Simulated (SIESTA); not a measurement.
SIESTA run on In (I4/mmm, 1 atom in the cell): self-consistent single point.

Method of the run: GGA PBE, numerical atomic orbitals DZP, PseudoDojo PBE standard norm-conserving potentials (rewritten from UPF to PSML) (SIESTA).

```xyz
1
Lattice="-1.6250 1.6250 2.4750 1.6250 -1.6250 2.4750 1.6250 1.6250 -2.4750" Properties=species:S:1:pos:R:3 pbc="T T T"
In     0.0000     0.0000     0.0000
```

Reference input (self-consistent single point, DFT, GGA PBE, numerical atomic orbitals DZP, PseudoDojo PBE standard norm-conserving potentials (rewritten from UPF to PSML)): XC.functional = GGA; XC.authors = PBE; potentials = PseudoDojo PBE standard; PAO.BasisSize = DZP; PAO.EnergyShift = 0.01 Ry; MeshCutoff = 300 Ry; kgrid.MonkhorstPack = 15 15 15; OccupationFunction = FD; ElectronicTemperature = 1160.45 K; MaxSCFIterations = 150; SCF.Mixer.Method = Pulay; SCF.Mixer.Weight = 0.1. This run's input differs from it in these lines:

```diff
@@ -26,5 +26,5 @@
 %block kgrid.MonkhorstPack
-   15   0   0  0.0
-    0  15   0  0.0
-    0   0  15  0.0
+    8   0   0  0.0
+    0   8   0  0.0
+    0   0   8  0.0
 %endblock kgrid.MonkhorstPack
```

Log, with long lists cut:

```
        iscf     Eharris(eV)        E_KS(eV)     FreeEng(eV)     dDmax    Ef(eV) dHmax(eV)
   scf:    1    -1806.534637    -1807.241811    -1807.255460  0.438177 -3.152766  3.187536
   scf:    2    -1807.362747    -1807.303179    -1807.317010  0.051487 -3.186105  2.700437
   scf:    3    -1807.551684    -1807.451110    -1807.466071  0.256456 -3.368536  0.062745
   scf:    4    -1807.447161    -1807.449458    -1807.464549  0.028233 -3.400337  0.273540
   scf:    5    -1807.452348    -1807.451141    -1807.466108  0.025304 -3.390389  0.004451
   scf:    6    -1807.451138    -1807.451140    -1807.466108  0.000192 -3.390566  0.006737
   scf:    7    -1807.451147    -1807.451144    -1807.466109  0.000598 -3.390248  0.000295
   scf:    8    -1807.451144    -1807.451144    -1807.466109  0.000028 -3.390231  0.000006
SCF Convergence by DM+H criterion
max |DM_out - DM_in|         :     0.0000281614
max |H_out - H_in|      (eV) :     0.0000063120
SCF cycle converged after 8 iterations

Using DM_out to compute the final energy and forces

siesta: E_KS(eV) =            -1807.4511

siesta: E_KS - E_eggbox =     -1807.4511

siesta: Atomic forces (eV/Ang):
     1    0.000000   -0.000000   -0.000000
   Tot    0.000000   -0.000000   -0.000000
   Max    0.000000
   Res    0.000000    sqrt( Sum f_i^2 / 3N )
   Max    0.000000    constrained

Stress tensor Voigt[x,y,z,yz,xz,xy] (kbar):        3.33        3.33      -35.47        0.28        0.28        0.02
(Free)E + p*V (eV/cell)    -1807.3094
Target enthalpy (eV/cell)    -1807.4661

siesta: Program's energy decomposition (eV):
siesta: FreeEng =     -1807.466109

siesta: Stress tensor (static) (eV/Ang**3):
siesta:     0.002079    0.000015    0.000178
siesta:     0.000015    0.002079    0.000178
siesta:     0.000178    0.000178   -0.022140

siesta: Cell volume =         26.142187 Ang**3

siesta: Pressure (static):
siesta:                Solid            Molecule  Units
siesta:           0.00006529          0.00006529  Ry/Bohr**3
siesta:           0.00599447          0.00599447  eV/Ang**3
siesta:           9.60420289          9.60420289  kBar
```

The run converged in 8 iterations. Against the reference run the free energy goes up by 5.1 meV/atom and the pressure stays near 0.96 GPa while the zz stress (positive for compression) goes from 1.32 to 3.55 GPa.

The starting cell has typed, rounded lattice constants, without a prior relaxation at this level. Values carry the incompleteness of an atom-centred basis.
